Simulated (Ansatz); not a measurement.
**Response to strain in BeSe**

Take BeSe in the zinc blende structure (space group F-43m, No. 216; a = 5.082 Å) as the base. Axes: x, y, z lie along the cube axes.

Strains are applied to the cell and any free atomic positions relax.

The values are results of Ansatz (a first-principles code), LDA, PAW, cutoff 420 eV, no spin-orbit coupling, not measurements.

Notes on the quantities. pressure: mean of the normal stresses, compression positive.

```csv
variant,volume per atom,gap character,smallest direct gap,band gap,pressure
base,16.40 Å³,–,4.43 eV,2.40 eV,-0.01 GPa
uniaxial strain ε_zz = −2.50 %,15.99 Å³,"indirect, Γ → M",4.53 eV,2.13 eV,2.22 GPa
uniaxial strain ε_zz = −2.00 %,16.07 Å³,"indirect, Γ → M",4.51 eV,2.19 eV,1.75 GPa
uniaxial strain ε_zz = −1.50 %,16.16 Å³,"indirect, Γ → M",?,?,?
uniaxial strain ε_zz = −0.50 %,16.32 Å³,"indirect, Γ → M",4.45 eV,2.35 eV,0.42 GPa
uniaxial strain ε_zz = +0.50 %,16.48 Å³,"indirect, Γ → X",4.39 eV,2.39 eV,-0.42 GPa
uniaxial strain ε_zz = +1.00 %,16.57 Å³,"indirect, Γ → X",4.34 eV,2.38 eV,-0.83 GPa
uniaxial strain ε_zz = +2.00 %,16.73 Å³,"indirect, Γ → X",4.25 eV,2.36 eV,-1.61 GPa
uniaxial strain ε_zz = +2.50 %,16.81 Å³,"indirect, Γ → X",4.20 eV,2.35 eV,-1.99 GPa
uniaxial strain ε_zz = +3.00 %,16.89 Å³,"indirect, Γ → X",4.15 eV,2.34 eV,-2.36 GPa
```

Problem. Some entries are withheld; estimate them.

Solution. 
- uniaxial strain ε_zz = −1.50 %, smallest direct gap: 4.49 eV
- uniaxial strain ε_zz = −1.50 %, band gap: 2.24 eV
- uniaxial strain ε_zz = −1.50 %, pressure: 1.30 GPa

Stability against distortions was not tested. Labels are those of the standard path for the cell's own space group.
